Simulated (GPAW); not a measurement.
Input and output of a self-consistent single point for LaBi₃ (Pm-3m, 4 atoms in the cell) (GPAW).

Method: LDA (Perdew-Wang 92), GPAW PAW datasets LDA (gpaw-data 1.0.1) (plane waves; GPAW 25.7.0).

The change in words: lattice scaled by 0.98. Reference geometry:
```xyz
4
Lattice="4.9862 0.0000 0.0000 0.0000 4.9862 0.0000 0.0000 0.0000 4.9862" Properties=species:S:1:pos:R:3 pbc="T T T"
La     0.0000     0.0000     0.0000
Bi     2.4931     0.0000     2.4931
Bi     0.0000     2.4931     2.4931
Bi     2.4931     2.4931     0.0000
```

Reference input (self-consistent single point, DFT LDA (Perdew-Wang 92), plane waves, GPAW PAW datasets LDA (gpaw-data 1.0.1)): mode = pw; ecut = 800 eV; xc = LDA; kpts = 5 5 5; mesh shift (steps) = 0 0 0; occupations.name = fermi-dirac; occupations.width = 0.05 eV; nbands = -12; symmetry.symmorphic = false; symmetry.tolerance = 0.0005; maxiter = 120. This run's input differs from it in these lines:

```diff
@@ -5,9 +5,9 @@
 atoms = Atoms(['La', 'Bi', 'Bi', 'Bi'],
-              cell=[[4.986200, 0.000000, 0.000000],
-                    [0.000000, 4.986200, 0.000000],
-                    [0.000000, 0.000000, 4.986200]],
+              cell=[[4.886476, 0.000000, 0.000000],
+                    [0.000000, 4.886476, 0.000000],
+                    [0.000000, 0.000000, 4.886476]],
               positions=[[0.000000, 0.000000, 0.000000],
-                         [2.493100, 0.000000, 2.493100],
-                         [0.000000, 2.493100, 2.493100],
-                         [2.493100, 2.493100, 0.000000]],
+                         [2.443238, 0.000000, 2.443238],
+                         [0.000000, 2.443238, 2.443238],
+                         [2.443238, 2.443238, 0.000000]],
               pbc=True)
```

The program printed (abridged):

```
     iter     time        total  log10-change:
                         energy   eigst   dens
iter:   1 --:--:--   -24.141645
iter:   2 --:--:--   -24.172080   -1.17  -1.63
iter:   3 --:--:--   -24.144083   -1.89  -1.64
iter:   4 --:--:--   -24.133700   -2.85  -1.99
iter:   5 --:--:--   -24.122817c  -2.33  -2.06
iter:   6 --:--:--   -24.120518c  -2.97  -2.41
iter:   7 --:--:--   -24.116270c  -4.01  -2.38
iter:   8 --:--:--   -24.116314c  -4.47  -2.46
iter:   9 --:--:--   -24.111973c  -3.72  -2.51
   [... 9 lines left out ...]
iter:  19 --:--:--   -24.112022c  -5.82  -3.63
iter:  20 --:--:--   -24.112023c  -6.39  -3.67
iter:  21 --:--:--   -24.112019c  -6.62  -3.67
iter:  22 --:--:--   -24.111996c  -5.99  -3.69
iter:  23 --:--:--   -24.111992c  -6.85  -4.11c
iter:  24 --:--:--   -24.111989c  -7.01  -4.22c
iter:  25 --:--:--   -24.111989c  -7.17  -4.31c
iter:  26 --:--:--   -24.111992c  -6.80  -4.41c
iter:  27 --:--:--   -24.111991c  -7.28  -4.70c
iter:  28 --:--:--   -24.111990c  -7.58c -4.72c
Converged after 28 iterations.

Dipole moment: (-0.000000, -0.000000, -0.000000) |e|*Ang

Energy contributions relative to reference atoms: (reference = -1984553.665935)

Kinetic:        +67.222321
Potential:      -58.056707
External:        +0.000000
XC:             -28.520796
Entropy (-ST):   -0.027700
Local:           -4.742958
SIC:             +0.000000
--------------------------
Free energy:    -24.125840
Extrapolated:   -24.111990

Showing only first 2 kpts
 Kpt  Band  Eigenvalues  Occupancy
  0    26      9.10925    1.98324
  0    27      9.10925    1.98324
  0    28     10.18974    0.00000
  0    29     10.18974    0.00000

  1    26      8.53075    2.00000
  1    27      8.53075    2.00000
  1    28     10.30853    0.00000
  1    29     10.65343    0.00000

Fermi level: 9.34792

No gap
No difference between direct/indirect transitions
Energy (eV): -24.11199

Forces in eV/Ang:
  0 La   -0.00000   -0.00000   -0.00000
  1 Bi    0.00000    0.00000    0.00000
  2 Bi   -0.00000    0.00000    0.00000
  3 Bi    0.00000    0.00000    0.00000

Stress tensor:
    -0.002120     0.000000     0.000000
     0.000000    -0.002120     0.000000
     0.000000     0.000000    -0.002120
Stress (GPa, Voigt): [-0.3397 -0.3397 -0.3397  0.      0.      0.    ]
```

The run converged in 28 iterations. GPAW prints stress with tension positive. Against the reference run the free energy drops by 16.9 meV/atom and the pressure goes from -3.14 to 0.34 GPa.

The starting cell comes from a database of computed structures (which also holds hypothetical and non-ambient phases and stackings), without a prior relaxation at this level. Its lattice was rescaled by a random factor within 2.5 % of one. For this run, on top of that: lattice scaled by 0.98.

Cost on one core of a shared machine: roughly 2 min.
